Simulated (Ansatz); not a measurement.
Structures of equal composition on the (0001) surface of hcp Ti: a layer of Ga in place of the second plane; a layer of Ga in place of the third plane. The slabs share one bottom face, and each structure is named by its start. These are constructed structures in small cells; real faces may alloy, dewet or reconstruct in larger ones, and not all known structures of the face are among them. Slabs of about 12 Å with all that they carry, Fermi-Dirac smearing of 0.1 eV. Bottom of the slabs: a bare face, its two planes held. Relaxed from the named starts with such symmetry as they have, on meshes of like density; energies extrapolated to zero smearing; no spin-orbit coupling, no U. Spin-polarised runs, if any, are marked in brackets, and their order is one that fits the cell; the others ran without spin.

Computed with PBE (plane waves to 420 eV, PAW; Ansatz, a program for electronic structure).

Q: Put the candidates in order of energy per 1x1 cell, lowest first, for PBE.

A: a layer of Ga in place of the third plane (0.000 eV), a layer of Ga in place of the second plane (0.194 eV)
